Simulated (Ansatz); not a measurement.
# MoP: x(Sb) = 0.25, 8 atoms, P-6m2

The reference is MoP (space group P-6m2, No. 187; a = 3.206 Å, c = 3.174 Å).

The other end (x = 1) is MoSb (space group P-6m2, No. 187; a hypothetical phase, not in the database extracts checked): 19.26 Å³/atom, gap zero; this end may not be an ambient phase.

Perturbation: Sb replaces 25.0 % of the P, ordered in a cell of 8 atoms (starting symmetry P-6m2) and fully relaxed.

The values are results of PBEsol (Ansatz, a program for electronic structure, PAW, without spin-orbit coupling), not measurements. k-mesh 16×16×4 (Γ-centred); smearing 0.05 eV (Fermi–Dirac), for the changed cell.

```tsv
quantity	base	changed	shift
volume per atom	14.13 Å³	15.25 Å³	+1.12 Å³
band gap	zero	zero	–
mixing energy (to 0.01 eV only: unlike meshes or grids) (against an end that may be hypothetical)	–	+0.02 eV/atom	–
mean first-shell distances	–	P–Mo 2.440 Å (end compound 2.438 Å), Sb–Mo 2.744 Å (end compound 2.710 Å)	–
```

These are small ordered cells, not random alloys; other orderings at the same x differ. Stability against distortions was not tested. The final runs are not spin-polarised. An odd electron count without spin: MoP and MoSb.
